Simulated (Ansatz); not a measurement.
The reference is HfN in the rock salt structure (space group Fm-3m, No. 225; a = 4.525 Å). Axes: x, y, z lie along the cube axes.

Structures relaxed with Ansatz (a quantum-chemistry and plane-wave program) r2SCAN, scalar-relativistic without spin-orbit coupling.

Base:

Simulated powder pattern, Co Kα, λ = 1.79026 Å (kinematic, ideal powder, no thermal factors, no anomalous dispersion; the 14 strongest lines at most, above 2 %, up to 2θ = 90°):

| 2θ (°) | I/Imax (%) | hkl |
|---|---|---|
| 40.07 | 100 | (111) |
| 46.61 | 67 | (200) |
| 68.04 | 45 | (220) |
| 81.99 | 45 | (311) |
| 86.50 | 17 | (222) |

The change: compressive biaxial strain of 3.57 % in the plane normal to [001], as in epitaxy on a mismatched substrate; the out-of-plane cell vector and the atoms relax.

After the change:

Simulated powder pattern, Co Kα, λ = 1.79026 Å (kinematic, ideal powder, no thermal factors, no anomalous dispersion; the 14 strongest lines at most, above 2 %, up to 2θ = 90°):

```tsv
2θ (°)	I/Imax (%)	hkl
40.91	100	(111)
45.89	25	(002)
48.44	42	(200)
68.93	31	(202)
70.92	14	(220)
81.50	16	(113)
85.27	29	(311)
88.69	17	(222)
```

The indices refer to the base's conventional cell; one index is shown for lines that coincide. The space group is now I4/mmm (No. 139).

Without a gap, meshes like the base's 18×18×18 leave anisotropic stresses uncertain by several tenths of a GPa, and small strain energies with them. Stability against distortions was not tested. The final runs are not spin-polarised. An odd electron count without spin: HfN.
